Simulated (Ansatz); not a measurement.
Computed with PBE (plane waves to 420 eV, PAW; Ansatz, an electronic-structure program).

Electrostatic potential energy of an electron, averaged over planes parallel to the surface, in eV from the Fermi level, for a constructed model of the (111) surface of fcc Au, a layer of Ni in place of the second plane (bottom of the slab: a bare face, its two planes held):

| z (Å) | V (eV) |
|---|---|
| 3.79 | 5.16 |
| 4.08 | 5.16 |
| 4.38 | 5.15 |
| 4.67 | 5.15 |
| 4.96 | 5.15 |
| 5.25 | 5.13 |
| 5.54 | 5.10 |
| 5.83 | 5.04 |
| 6.12 | 4.89 |
| 6.42 | 4.55 |
| 6.71 | 3.77 |
| 7.00 | 1.93 |
| 7.29 | -3.08 |
| 7.58 | -10.50 |
| 7.88 | -15.15 |
| 8.17 | -15.84 |
| 8.46 | -12.67 |
| 8.75 | -6.01 |
| 9.04 | -0.16 |
| 9.33 | 0.85 |
| 9.62 | -2.32 |
| 9.92 | -9.41 |
| 10.21 | -14.78 |
| 10.50 | -16.30 |
| 10.79 | -14.02 |
| 11.08 | -7.98 |
| 11.38 | -1.30 |
| 11.67 | 0.80 |
| 11.96 | -1.27 |
| 12.25 | -7.93 |
| 12.54 | -14.01 |
| 12.83 | -16.32 |
| 13.12 | -14.85 |
| 13.42 | -9.51 |
| 13.71 | -2.42 |
| 14.00 | 0.74 |
| 14.29 | -0.31 |
| 14.58 | -6.13 |
| 14.88 | -12.85 |
| 15.17 | -16.05 |
| 15.46 | -15.48 |
| 15.75 | -11.10 |
| 16.04 | -4.14 |
| 16.33 | -0.31 |
| 16.62 | -2.76 |
| 16.92 | -9.03 |
| 17.21 | -13.26 |
| 17.50 | -12.35 |
| 17.79 | -6.88 |
| 18.08 | -1.24 |
| 18.38 | -0.80 |
| 18.67 | -6.24 |
| 18.96 | -12.73 |
| 19.25 | -15.83 |
| 19.54 | -15.15 |
| 19.83 | -10.54 |
| 20.12 | -3.18 |
| 20.42 | 1.74 |
| 20.71 | 3.55 |
| 21.00 | 4.31 |
| 21.29 | 4.65 |
| 21.58 | 4.79 |
| 21.88 | 4.86 |
| 22.17 | 4.89 |
| 22.46 | 4.90 |
| 22.75 | 4.91 |
| 23.04 | 4.91 |
| 23.33 | 4.92 |
| 23.62 | 4.92 |

Model: 6-atom slab, 11.9 Å thick at the start, 15x15x1 mesh, Fermi-Dirac 0.1 eV, dipole correction, 2 atoms held, the rest relaxed; symmetry of the start imposed; spin-polarised, ending with about 0.4 μB a cell; orders that need a larger cell were not tried, no spin-orbit, no U. It is one candidate, not shown to be the stable structure of the face.

The vacuum level lies 4.92 eV above the Fermi level over the top face and 5.16 eV above it under the bottom face.
